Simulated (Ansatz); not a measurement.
An Ansatz (an electronic-structure program) input (r2SCAN (Ansatz), without spin-orbit coupling, earlier PAW set):

Ansatz 0.2 input:
```yaml
crystal:
  lattice:
    - [4.445055465, 0, 0]
    - [0, 4.445055465, 0]
    - [2.2225277325, -2.2225277325, 3.0285851378]
  atoms:
    - { symbol: Sb, position: [0.25, 0.25, 0.5] }
    - { symbol: Ga, position: [0, 0, 0] }
basis: { ecutwfc: 500, ecutrho_ratio: 4, xc_grid: 4, fft_grid_basis: typed }
kpoints: { mp_grid: { grid: [13, 13, 13] } }
hamiltonian:
  xc: r2scan
  dispersion: none
  pseudopotentials: { azcp: { folder: ./paw }, kind: paw }
scf: { occupations: { method: fermi_dirac, width: 0.05 } }
relax: { f_tol: 0.005, max_steps: 50, cell: { stress_tol: 0.01, fix: [a, b, gamma] } }
output: { forces: true, stress: true }
checkpoint: { write: state.ck, write_every: 1000 }
```

**Question.** Which symmetry and how many k-points will the program report, and about how many plane waves at Γ?

**Answer.** Space group I-4m2 (ITA 119) with 8 operations, k-points 196 of 2197, and 1487 plane waves at Γ.

**Question.** And the final pressure?

**Answer.** -1.38 GPa (compression positive).

The cells carry an imposed strain or load. Stability against distortions was not tested. The final runs are not spin-polarised. The cell was made from GaSb in the zinc blende structure (space group F-43m, No. 216) by this change: biaxial strain +2.49 %, plane normal [001], relaxed out of plane.
